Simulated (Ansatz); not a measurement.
# Pressure series in Re2C

Base system: Re$_{2}$C (space group P6_3/mmc, No. 194; a = 2.834 Å, c = 9.828 Å; a cell from a computed database, its experimental status unchecked).

Cell and atoms are relaxed at each pressure.

The values are results of PBEsol (Ansatz, an electronic-structure program, PAW, no spin-orbit coupling), not measurements.

```tsv
change	density	shortest interatomic distance
base	18.68 g/cm³	2.148 Å
pressure −2 GPa	18.59 g/cm³	2.151 Å
pressure −1 GPa	18.64 g/cm³	2.149 Å
pressure 0.3 GPa	18.69 g/cm³	2.147 Å
pressure 0.7 GPa	18.71 g/cm³	2.147 Å
pressure 1.5 GPa	18.74 g/cm³	2.145 Å
pressure 3 GPa	18.81 g/cm³	2.143 Å
pressure 5 GPa	18.89 g/cm³	2.140 Å
pressure 7.5 GPa	19.00 g/cm³	2.136 Å
pressure 10 GPa	19.10 g/cm³	2.133 Å
```

Load acts through the strain it causes; cell and atoms are relaxed under it. No phonon test of stability was made. Competing high-pressure phases were not computed. The final runs are not spin-polarised.
